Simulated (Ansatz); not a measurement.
Consider the following.

Host crystal: wurtzite GaN, with a band gap (PBE, scalar-relativistic without spin-orbit coupling).

End structure of NH3 on the 1x1 (10-10) surface of wurtzite GaN (cut with top plane Ga + N), one in a 2x1 cell, started at the site 'top N':

```yaml
crystal:
  lattice:
    - [6.43695, 0.00000, 0.00000]
    - [0.00000, 5.24310, 0.00000]
    - [0.00000, 0.00000, 28.50000]
  atoms:
    - { symbol: Ga, position: [0.25000, 0.02811, 0.34683] }
    - { symbol: Ga, position: [0.75000, 0.02811, 0.34683] }
    - { symbol: N, position: [0.25000, 0.37330, 0.33765] }
    - { symbol: N, position: [0.75000, 0.37330, 0.33765] }
    - { symbol: Ga, position: [0.00000, 0.49269, 0.36591] }
    - { symbol: Ga, position: [0.50000, 0.49269, 0.36591] }
    - { symbol: N, position: [0.00000, 0.86834, 0.36879] }
    - { symbol: N, position: [0.50000, 0.86834, 0.36879] }
    - { symbol: Ga, position: [0.00000, 0.00004, 0.43656] }
    - { symbol: Ga, position: [0.50000, 0.00004, 0.43656] }
    - { symbol: N, position: [0.00000, 0.37432, 0.43473] }
    - { symbol: N, position: [0.50000, 0.37432, 0.43473] }
    - { symbol: Ga, position: [0.25000, 0.49484, 0.46645] }
    - { symbol: Ga, position: [0.75000, 0.49484, 0.46645] }
    - { symbol: N, position: [0.25000, 0.87236, 0.46737] }
    - { symbol: N, position: [0.75000, 0.87236, 0.46737] }
    - { symbol: Ga, position: [0.25007, 0.99555, 0.53327] }
    - { symbol: Ga, position: [0.75009, 0.99610, 0.53346] }
    - { symbol: N, position: [0.25010, 0.37232, 0.53234] }
    - { symbol: N, position: [0.75013, 0.37345, 0.53267] }
    - { symbol: Ga, position: [0.00198, 0.49846, 0.56390] }
    - { symbol: Ga, position: [0.49827, 0.49846, 0.56388] }
    - { symbol: N, position: [0.00073, 0.87408, 0.56527] }
    - { symbol: N, position: [0.49942, 0.87405, 0.56525] }
    - { symbol: Ga, position: [0.00118, 0.99301, 0.63294] }
    - { symbol: Ga, position: [0.49905, 0.99301, 0.63290] }
    - { symbol: N, position: [0.00253, 0.37147, 0.63077] }
    - { symbol: N, position: [0.49771, 0.37148, 0.63072] }
    - { symbol: Ga, position: [0.25012, 0.51824, 0.66068] }
    - { symbol: Ga, position: [0.75010, 0.52857, 0.65106] }
    - { symbol: N, position: [0.25011, 0.87756, 0.66443] }
    - { symbol: N, position: [0.75006, 0.87442, 0.66253] }
    - { symbol: N, position: [0.25081, 0.30289, 0.72208] }
    - { symbol: H, position: [0.37988, 0.32768, 0.74246] }
    - { symbol: H, position: [0.12281, 0.32756, 0.74281] }
    - { symbol: H, position: [0.25058, 0.11081, 0.70738] }
```

Slab: 36 atoms, 9.3 Å thick at the start under the adsorbate (thin: gaps and levels are the slab's own); k 3x4x1, smearing 0.01 eV, dipole-corrected; single point; no symmetry held, on the structure that PBE left; no spin, no spin-orbit, no U, no dispersion correction. At the end it is bonded to Ga. In PBE it is, or lies within 0.03 eV of, the lowest of the starts that converged; the order may differ at this level.

A negative adsorption energy means that the adsorbate is more stable on the surface than in its reference.

Question: What is the computed adsorption energy against NH3(g) at the same level (r2SCAN, at the PBE geometry run with Ansatz, a program for electronic structure)?

Answer: -1.39 eV

Question: What is the computed change of the step from the bottom to the top vacuum level, against the clean slab (r2SCAN, at the PBE geometry)?

Answer: -2.21 eV
